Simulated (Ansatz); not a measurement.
The reference is SrBi₃ in the Cu3Au type structure (space group Pm-3m, No. 221; a = 4.989 Å; a cell from a computed database, its experimental status unchecked).

Levels (all Ansatz, a program for electronic structure, PAW): PBEsol (420 eV, without spin-orbit coupling); PBEsol+SOC (420 eV, noncollinear with spin-orbit coupling).

The geometry is relaxed with PBEsol.

| Property | Value |
|---|---|
| PBEsol pressure | 0.0 GPa |

With PBEsol+SOC at the same geometry, the pressure goes from zero to 0.5 GPa.

Single points use the geometry relaxed with PBEsol. The spin-orbit shifts are approximate. Stability against distortions was not tested.
